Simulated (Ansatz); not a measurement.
Take CuI in the zinc blende structure (space group F-43m, No. 216) as the base.

```yaml
crystal:
  lattice:
    - [0.00000, 3.03967, 3.03967]
    - [3.03967, 0.00000, 3.03967]
    - [3.03967, 3.03967, 0.00000]
  atoms:
    - { symbol: I, position: [0.75000, 0.75000, 0.75000] }
    - { symbol: Cu, position: [0.00000, 0.00000, 0.00000] }
```

The other end (x = 1) is AgI in the zinc blende structure (space group F-43m, No. 216): 36.40 Å³/atom, gap 1.34 eV.

Level of theory: PBE in Ansatz (plane waves to 420 eV, PAW, no spin-orbit coupling).

Ag replaces a fraction x of Cu; each row is one arrangement (x, atoms in the cell, starting space group or random), fully relaxed.

One change was made to it. Results:

| quantity | base | after |
|---|---|---|
| mean first-shell distances | – | Cu–I 2.655 Å (end compound 2.632 Å), Ag–I 2.812 Å (end compound 2.870 Å) |
| valence-band top at Γ (three highest levels, from the VBM) | 0.00, 0.00, 0.00 eV | 0.00, -0.02, -0.02 eV |
| volume per atom | 28.09 Å³ | 30.00 Å³ |
| mixing energy | – | +15 meV/atom |

Problem. What was done to the base?
A. x(Ag) = 0.5, 4 atoms, P-4m2
B. x(Ag) = 0.25, 8 atoms, P-4m2
C. x(Ag) = 0.25, 8 atoms, Amm2
D. x(Ag) = 0.75, 8 atoms, Pmm2
E. x(Ag) = 0.75, 8 atoms, Amm2

Solution. C, x(Ag) = 0.25, 8 atoms, Amm2. For comparison, the mean first-shell distances in the other runs: x(Ag) = 0.75, 8 atoms, Pmm2 gives Cu–I 2.658 Å (end compound 2.632 Å), Ag–I 2.864 Å (end compound 2.870 Å); x(Ag) = 0.75, 8 atoms, Amm2 gives Cu–I 2.675 Å (end compound 2.632 Å), Ag–I 2.859 Å (end compound 2.870 Å); x(Ag) = 0.25, 8 atoms, P-4m2 gives Cu–I 2.640 Å (end compound 2.632 Å), Ag–I 2.853 Å (end compound 2.870 Å); x(Ag) = 0.5, 4 atoms, P-4m2 gives Cu–I 2.651 Å (end compound 2.632 Å), Ag–I 2.857 Å (end compound 2.870 Å).

Each cell is one ordered arrangement of few atoms, which overstates ordering effects compared with a random alloy. Spin-orbit coupling, missing from the scalar runs, can matter with I. No phonon test of stability was made. All final runs are without spin polarisation.

Ansatz is a first-principles code.
